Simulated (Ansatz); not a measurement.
Reference: AgBr (Fm-3m), PBEsol, rigid bands (plane waves, PAW, scalar-relativistic; Ansatz, a first-principles code); geometry: cell and atoms relaxed with PBEsol.

AgBr is taken in the cubic space group Fm-3m (No. 225), the rock salt structure, Pearson symbol cF8. Lattice parameters: a = 5.674 Å, b = 5.674 Å, c = 5.674 Å, α = 90.00°, β = 90.00°, γ = 90.00°. Ag on 4a sees 6 Br at 2.837 Å (octahedral). Br on 4b sees 6 Ag at 2.837 Å (octahedral). (Neighbours: up to the widest gap in distance over summed covalent radii, below 1.35, at either atom; cation-cation and far metal-metal contacts left out.)
(The calculation used a cell of 2 atoms; values per cell refer to that cell.)

- band gap = 0.50 eV
- electron conductivity mass = 0.188 mₑ
- Seebeck coefficient, n-type 1e19 cm⁻³ = -109 μV/K

Question: Replace Br by Cl on the same sites and relax. What happens?

Answer: AgCl (Fm-3m): volume per atom 22.8 to 20.2 Å³; band gap rises (0.50 eV to 0.73 eV); electron conductivity mass rises (0.188 mₑ to 0.26 mₑ); Seebeck coefficient, n-type 1e19 cm⁻³ rises in size (-109 μV/K to -140 μV/K).

Question: Replace Ag by Rb on the same sites and relax. What happens?

Answer: RbBr (Fm-3m): volume per atom 22.8 to 40.1 Å³; band gap rises (0.50 eV to 4.23 eV); electron conductivity mass rises (0.188 mₑ to 0.37 mₑ); Seebeck coefficient, n-type 1e19 cm⁻³ rises in size (-109 μV/K to -178 μV/K).

Question: Replace Ag by Li on the same sites and relax. What happens?

Answer: LiBr (Fm-3m): volume per atom 22.8 to 19.8 Å³; band gap rises (0.50 eV to 4.98 eV); electron conductivity mass rises (0.188 mₑ to 0.35 mₑ); Seebeck coefficient, n-type 1e19 cm⁻³ rises in size (-109 μV/K to -171 μV/K).

Moves up to 5 % count as about the same. Masses are for dilute carriers at 300 K, harmonic means over directions unless an axis is named. Seebeck coefficients are for the stated density at 300 K, with one relaxation time for all states and whether or not that doping can be reached. Spin-orbit coupling is left out.

Formula and space group known from diffraction (Crystallography Open Database), not checked to be the room-temperature form: RbBr (Fm-3m).
